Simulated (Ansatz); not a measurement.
# Au (within 0.1 Å of P6₃/mmc, No. 194, 2 atoms in the cell; start mp-1008634; another form than the element's usual one)

Level of theory: PBEsol (Ansatz, a quantum-chemistry and plane-wave program, PAW).

Numerical settings: plane-wave cutoff 520 eV, 22×22×12 k mesh (along the axes of the cell as run), Fermi–Dirac smearing 0.05 eV, scalar-relativistic PAW data made under PBE.

Cell (relaxed at this level):

```cif
data_Au4
_chemical_formula_sum 'Au4'
_space_group_name_H-M_alt 'Cmcm'
_space_group_IT_number 63
_space_group_name_Hall '-C 2c 2'
_cell_length_a 2.85217
_cell_length_b 4.98310
_cell_length_c 4.79328
_cell_angle_alpha 90.000
_cell_angle_beta 90.000
_cell_angle_gamma 90.000
loop_
_atom_site_label
_atom_site_type_symbol
_atom_site_symmetry_multiplicity
_atom_site_Wyckoff_symbol
_atom_site_fract_x
_atom_site_fract_y
_atom_site_fract_z
_atom_site_occupancy
Au1 Au 4 c 0.00000 0.33442 0.25000 1
```
(The calculation used a cell of 2 atoms; values per cell refer to that cell.)

```
Quantity             Result
------------  -------------
band gap      zero (no gap)
bulk modulus        171 GPa
```

Note: the bulk modulus is −V dP/dV from two relaxed cells at ±2 % in volume.

Spin–orbit coupling is not included; it can shift volumes and moduli of such heavy elements.

The computed numbers hold no vibrational or temperature effects.

The result took around 5 core-minutes (rough).

A start named mp-… is a Materials Project structure, which need not be a measured phase.
